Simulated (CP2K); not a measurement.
A self-consistent single point of TaAg3 (I4/mmm, 4 atoms in the cell) with CP2K

Level of theory: CP2K with PBE, GPW, DZVP-MOLOPT-SR-GTH basis, GTH-PBE potentials (GTH_POTENTIALS).

Input:

```
&GLOBAL
  PROJECT run
  RUN_TYPE ENERGY_FORCE
  PRINT_LEVEL LOW
&END GLOBAL
&FORCE_EVAL
  METHOD Quickstep
  STRESS_TENSOR ANALYTICAL
  &DFT
    BASIS_SET_FILE_NAME BASIS_MOLOPT
    POTENTIAL_FILE_NAME GTH_POTENTIALS
    &QS
      METHOD GPW
      EPS_DEFAULT 1E-10
    &END QS
    &MGRID
      CUTOFF 500
      REL_CUTOFF 40
      NGRIDS 5
    &END MGRID
    &SCF
      SCF_GUESS ATOMIC
      EPS_SCF 1E-6
      MAX_SCF 100
      ADDED_MOS 8
      &DIAGONALIZATION
        ALGORITHM STANDARD
      &END DIAGONALIZATION
      &MIXING
        METHOD BROYDEN_MIXING
        ALPHA 0.2
        NBUFFER 12
        BETA 1
      &END MIXING
      &SMEAR ON
        METHOD FERMI_DIRAC
        ELECTRONIC_TEMPERATURE [K] 1160.45
      &END SMEAR
    &END SCF
    &KPOINTS
      SCHEME MACDONALD 5 5 5 0.1 0.1 0.1
    &END KPOINTS
    &XC
      &XC_FUNCTIONAL PBE
      &END XC_FUNCTIONAL
    &END XC
    &PRINT
      &MO
        EIGENVALUES T
        OCCUPATION_NUMBERS T
        NDIGITS 8
        FILENAME mo
        &EACH
          QS_SCF 0
        &END EACH
        ADD_LAST NUMERIC
      &END MO
      &MULLIKEN OFF
      &END MULLIKEN
    &END PRINT
  &END DFT
  &SUBSYS
    &CELL
      A 5.23856200 0.00000000 0.00000000
      B 2.22854600 4.74089800 0.00000000
      C -3.73355400 -2.37044900 2.80786000
      PERIODIC XYZ
    &END CELL
    &COORD
      Ag       3.73355400     2.37044900     0.00000000
      Ag       2.61928100     0.00000000     1.40393000
      Ag       1.11427300     2.37044900     1.40393000
      Ta       0.00000000     0.00000000     0.00000000
    &END COORD
    &KIND Ag
      BASIS_SET DZVP-MOLOPT-SR-GTH
      POTENTIAL GTH-PBE-q11
    &END KIND
    &KIND Ta
      BASIS_SET DZVP-MOLOPT-SR-GTH
      POTENTIAL GTH-PBE-q13
    &END KIND
  &END SUBSYS
  &PRINT
    &FORCES ON
    &END FORCES
    &STRESS_TENSOR ON
    &END STRESS_TENSOR
  &END PRINT
&END FORCE_EVAL
```

Output, abridged:

```
 GLOBAL| Method name                                                        CP2K
 GLOBAL| Project name                                                        run
 GLOBAL| Run type                                                   ENERGY_FORCE

 TOTAL NUMBERS AND MAXIMUM NUMBERS

  Total number of            - Atomic kinds:                                   2
                             - Atoms:                                          4
                             - Shell sets:                                     4
                             - Shells:                                        29
                             - Primitive Cartesian functions:                 21
                             - Cartesian basis functions:                    121
                             - Spherical basis functions:                    101

  Maximum angular momentum of- Orbital basis functions:                        3
                             - Local part of the GTH pseudopotential:          2
                             - Non-local part of the GTH pseudopotential:      4

 SCF PARAMETERS         Density guess:                                    ATOMIC
                        max_scf:                                             100
                        max_diis:                                              4
                        eps_scf:                                        1.00E-06
                        eps_diis:                                       1.00E-01
                        eps_eigval:                                     1.00E-05
                        level_shift [a.u.]:                             0.000000
                        added MOs                                         8    0
                        Mixing method:                            BROYDEN_MIXING
                                                charge density mixing in g-space
                        Smear method:                                FERMI_DIRAC
                        Electronic temperature [K]:                       1160.5
                        Electronic temperature [a.u.]:                  3.67E-03
                        Accuracy threshold:                             1.00E-10
                        No outer SCF

 Extrapolation method: initial_guess

 Number of electrons:                                                         46
 Number of occupied orbitals:                                                 23
 Number of molecular orbitals:                                                31

 Number of orbital functions:                                                101
 Number of independent orbital functions:                                    101

 SCF WAVEFUNCTION OPTIMIZATION

  Step     Update method      Time    Convergence         Total energy    Change
     1 NoMix/Diag. 0.20E+00      -     0.44463002      -169.5512895292 -1.70E+02
     2 Broy./Diag. 0.20E+00      -     0.23256292      -173.5632951878 -4.01E+00
     3 Broy./Diag. 0.20E+00      -     0.29166814      -171.4791542125  2.08E+00
     4 Broy./Diag. 0.20E+00      -     0.11786740      -169.6307076103  1.85E+00
     5 Broy./Diag. 0.20E+00      -     0.01874665      -169.1087586217  5.22E-01
     6 Broy./Diag. 0.20E+00      -     0.01187034      -169.2340847538 -1.25E-01
     7 Broy./Diag. 0.20E+00      -     0.00734652      -169.2716602659 -3.76E-02
   [... 3 lines left out ...]
    11 Broy./Diag. 0.20E+00      -     0.00004922      -169.2377238392 -1.25E-05
    12 Broy./Diag. 0.20E+00      -     0.00008511      -169.2378819724 -1.58E-04
    13 Broy./Diag. 0.20E+00      -     0.00000779      -169.2381110259 -2.29E-04
    14 Broy./Diag. 0.20E+00      -     0.00001503      -169.2380888378  2.22E-05
    15 Broy./Diag. 0.20E+00      -     0.00000048      -169.2380714231  1.74E-05

  *** SCF run converged in    15 steps ***

  Electronic density on regular grids:        -45.9999999967        0.0000000033
  Core density on regular grids:               45.9999999937       -0.0000000063
  Total charge density on r-space grids:       -0.0000000030
  Total charge density g-space grids:          -0.0000000030

  Overlap energy of the core charge distribution:               0.00000000731877
  Self energy of the core charge distribution:               -266.32987709484036
  Core Hamiltonian energy:                                     78.91369230222695
  Hartree energy:                                              42.40010650074042
  Exchange-correlation energy:                                -24.21780904449822
  Electronic entropic energy:                                  -0.00418409318198
  Fermi energy:                                                 0.35976074068037

  Total energy:                                              -169.23807142306435
  Total energy (extrapolated to T->0):                       -169.23597937647335

 ENERGY| Total FORCE_EVAL ( QS ) energy [hartree]           -169.238071222902704

 FORCES| Atomic forces [hartree/bohr]
 FORCES|   Atom     x               y               z               |f|
 FORCES|      1  7.18096371E-11 -4.93225967E-11  1.50176504E-09   1.50428973E-09
 FORCES|      2  5.63434060E-08 -8.87435817E-08  1.55501882E-07   1.87698796E-07
 FORCES|      3 -5.63949927E-08  8.87723157E-08 -1.27212701E-07   1.65057537E-07
 FORCES|      4 -2.09241188E-11  2.14479013E-11 -2.97905937E-08   2.97906087E-08
 FORCES| Sum    -7.01234335E-13  8.59243296E-13  3.51992994E-13
 FORCES| Total atomic force                                       1.16358399E-12

 STRESS| Analytical stress tensor [bar]
 STRESS|                        x                   y                   z
 STRESS|      x       -1.43172586458E+04  -6.22318231601E+04   1.04611933682E+01
 STRESS|      y       -6.22318231601E+04   4.41903489912E+04   6.64194982936E+00
 STRESS|      z        1.04611933682E+01   6.64194982936E+00   8.37084340853E+04
 STRESS| 1/3 Trace                                             3.78605081436E+04
```

The run converged in 15 iterations.

The starting cell was generated: these elements placed on a structure prototype, without a prior relaxation; it need not be a known phase or ordering of this composition. Its lattice was rescaled by a random factor within 2.5 % of one. Spin polarisation is off. Values carry the incompleteness of an atom-centred basis. With a pressure of about 4 GPa the cell is away from its equilibrium volume at this level.

Cost on one core of a shared machine: roughly 3 min.
